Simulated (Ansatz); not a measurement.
Take TiC in the rock salt structure (space group Fm-3m, No. 225; a = 4.329 Å; relaxed with 0.1 eV smearing) as the base. Axes: x, y, z lie along the cube axes.

Level of theory: Ansatz (a quantum-chemistry and plane-wave program), r2SCAN, PAW, cutoff 500 eV, no spin-orbit coupling, earlier PAW set.

A first run, uniaxial strain ε_zz = −2.15 %, gives secant values C11 ≈ 600 GPa and C12 ≈ 130 GPa from its stress. A second run applies isotropic strain −2.38 %.

### Question
What does linear elasticity predict for the bulk modulus −ΔP/(ΔV/V₀) in the second run, and what does the run give?

### Answer
Linear elasticity: (C11 + 2 C12)/3 = 290 GPa. The run gives 310 GPa; any difference comes from nonlinear terms at these strains and numerical noise.

Whether these cells are dynamically stable was not tested. The final runs are not spin-polarised.
